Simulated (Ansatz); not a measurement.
MgO (I4/mmm), Ansatz (a program for electronic structure) with PBEsol, rigid bands: Condition of this run: biaxial stress xx = yy = -1 GPa (compression positive) (the target of the relaxation). band gap 4.58 eV, N_c = 5.19e18 cm⁻³ and N_v = 2.72e20 cm⁻³ at 300 K, conductivity masses along x (a = (0.00, 2.11, 2.10) Å; b = (2.11, 0.00, 2.10) Å; c = (2.11, 2.11, 0.00) Å) of 0.348 mₑ (electrons) and 2.31 mₑ (holes). Take k_BT = 0.02585 eV.

Problem. A film of it is 5 nm thick, with its normal along the direction named. Estimate the confinement energies in an infinite well.

Solution. ħ²π²/(2m t²) = 0.376 eV·nm²/(m/mₑ × t²) gives 43.2 meV for electrons and 6.51 meV for holes, so the gap would widen to about 4.63 eV. Finite barriers and nonparabolic bands lower this, and with several valleys or bands the heaviest mass along the normal sets the lowest level, not this average.

Problem. Find the intrinsic carrier density and the intrinsic Fermi level.

Solution. n_i = √(N_c N_v) exp(−E_g/2k_BT) = 3.76e19 × exp(−88.58) = 1.3e-19 cm⁻³. The level lies (k_BT/2) ln(N_v/N_c) = 51 meV from mid-gap (positive towards the conduction band). Each 0.1 eV added to the gap lowers n_i by a factor of 6.9.

Problem. What thermal injection velocity √(2k_BT/πm) limits a ballistic channel along the direction named?

Solution. 9.12e6 cm/s for electrons and 3.54e6 cm/s for holes, a ratio of √(m_h/m_e) = 2.58, for dilute carriers.

Rigid, parabolic bands with the computed gap; masses take one relaxation time for all states. Spin-orbit coupling is left out.
